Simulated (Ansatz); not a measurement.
Take Cu3N (space group Pm-3m, No. 221; a = 3.7648 Å) as the base. Axes: x, y, z lie along the cube axes.

Modification: uniaxial strain ε_zz = +2.52 %, all other strain components held at zero; the atoms relax in the strained cell.

Levels (all Ansatz, a quantum-chemistry and plane-wave program, PAW, earlier PAW set): PBEsol (420 eV, no spin-orbit coupling); HSE06 (420 eV, no spin-orbit coupling); PBEsol+SOC (420 eV, with spin-orbit coupling).

At the geometry relaxed with PBEsol, these levels gave the following band gaps, in shuffled order: (a) 0.09 eV, (b) 0.88 eV, (c) zero.

**Question.** Match each gap to its level.

**Answer.** (a) PBEsol; (b) HSE06; (c) PBEsol+SOC.

Single points use the geometry relaxed with PBEsol. HSE06 was sampled on its mesh, a few special points and the semilocal edge points, so its gap is an upper bound. The spin-orbit shifts are approximate. Whether these cells are dynamically stable was not tested. The runs without spin-orbit coupling are not spin-polarised. Gaps under 0.05 eV, about the width of the smearing, are given as zero. The zero or small gap of Cu3N can change with the level of theory.
